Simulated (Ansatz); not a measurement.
# GaAs (within 0.1 Å of I-4m2, No. 119, 2 atoms in the cell; start mp-603640; a measured phase of this formula has another space group)

Method: r²SCAN (PAW; Ansatz, an electronic-structure program).

Numerical settings: plane-wave cutoff 560 eV, 22×22×22 k mesh, Fermi–Dirac smearing 0.05 eV, scalar-relativistic PAW data made under PBE.

Cell (relaxed at this level):

```cif
data_As2Ga2
_chemical_formula_sum 'Ga2 As2'
_space_group_name_H-M_alt 'I-4m2'
_space_group_IT_number 119
_space_group_name_Hall 'I -4 -2'
_cell_length_a 5.07162
_cell_length_b 5.07162
_cell_length_c 2.90373
_cell_angle_alpha 90.000
_cell_angle_beta 90.000
_cell_angle_gamma 90.000
loop_
_atom_site_label
_atom_site_type_symbol
_atom_site_symmetry_multiplicity
_atom_site_Wyckoff_symbol
_atom_site_fract_x
_atom_site_fract_y
_atom_site_fract_z
_atom_site_occupancy
Ga1 Ga 2 d 0.50000 0.00000 0.25000 1
As1 As 2 a 0.00000 0.00000 0.00000 1
```
(The calculation used a cell of 2 atoms; values per cell refer to that cell.)

| Property | Result |
|---|---|
| band gap | zero (no gap) |
| bulk modulus B0 | 73.7 GPa |

Note: the bulk modulus is −V dP/dV from two relaxed cells at ±2 % in volume.

Spin–orbit coupling is not included.

A start named mp-… is a Materials Project structure, which need not be a measured phase.
